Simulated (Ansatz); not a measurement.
**A computed series for hypothetical zinc blende TlBr: pressure series**

Start from TlBr in the zinc blende structure (space group F-43m, No. 216; a hypothetical phase, not in the database extracts checked).

```
TlBr
1.0
    0.00000     3.75189     3.75189
    3.75189     0.00000     3.75189
    3.75189     3.75189     0.00000
Br Tl
1 1
Direct
  0.75000   0.75000   0.75000
  0.00000   0.00000   0.00000
```

Cell and atoms are relaxed at each pressure.

Level of theory: PBE in Ansatz (plane waves to 420 eV, PAW, spin-orbit coupling left out), earlier PAW set.

Computed cases, in order: pressure −1 GPa; 0 GPa (base); pressure 3 GPa; pressure 7 GPa; pressure 15 GPa; pressure 30 GPa; pressure 50 GPa; pressure 75 GPa; pressure 100 GPa.

Problem. Between which two neighbouring cases does the band gap open or close?

Solution. Between pressure 30 GPa (0.53 eV) and pressure 50 GPa (zero). The whole series: pressure −1 GPa: 3.11 eV; 0 GPa (base): 2.96 eV; pressure 3 GPa: 2.54 eV; pressure 7 GPa: 2.10 eV; pressure 15 GPa: 1.42 eV; pressure 30 GPa: 0.53 eV; pressure 50 GPa: zero; pressure 75 GPa: zero; pressure 100 GPa: zero.

A case with no gap was solved on a k-mesh chosen for an insulator, which is coarse for it. With Tl present, leaving out spin-orbit coupling can change the band edges. Load acts through the strain it causes; cell and atoms are relaxed under it. No phonon test of stability was made. No other phases were tried under pressure. All final runs are without spin polarisation. A zero or small gap of TlBr under pressure 50 GPa can be the functional's error rather than a property of the material.

Ansatz is a quantum-chemistry and plane-wave program.
